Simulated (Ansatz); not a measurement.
Take ZrO2 (space group P4_2/nmc, No. 137; a = 3.621 Å, c = 5.284 Å) as the base.

(Cell as relaxed with PBE.)

Levels (all Ansatz, a program for electronic structure, PAW, earlier PAW set): PBE (420 eV, no SOC); PBEsol (420 eV, no spin-orbit coupling).

Each level relaxes its own structure.

```csv
base,PBE,PBEsol
volume per atom,11.55 Å³,11.09 Å³
lattice parameter a,3.621 Å,3.584 Å
band gap,4.04 eV,4.00 eV
```

One thing is altered: cell and atoms relaxed at a pressure of 15 GPa.

```tsv
quantity	PBE	PBEsol
gap character	indirect, A → Γ	…
electron mass	2.1 mₑ along c, 0.57 mₑ across (at Γ)	…
smallest direct gap	4.20 eV	…
```

Question: Given the PBE results, estimate those of PBEsol.

Answer: 
- gap character, PBEsol: indirect, A → Γ
- electron mass, PBEsol: 2.0 mₑ along c, 0.53 mₑ across (at Γ)
- smallest direct gap, PBEsol: 4.15 eV

PBE's smallest direct gap lies 0.05 eV above PBEsol's; the two agree on the gap character. Neither level is exact; PBEsol is the comparison here, not a measurement.

Load acts through the strain it causes; cell and atoms are relaxed under it. Masses are band curvatures over ±0.01 Å⁻¹ around the edge. Stability against distortions was not tested. Competing high-pressure phases were not computed. This is not the structure that ZrO2 has at room temperature and ambient pressure.
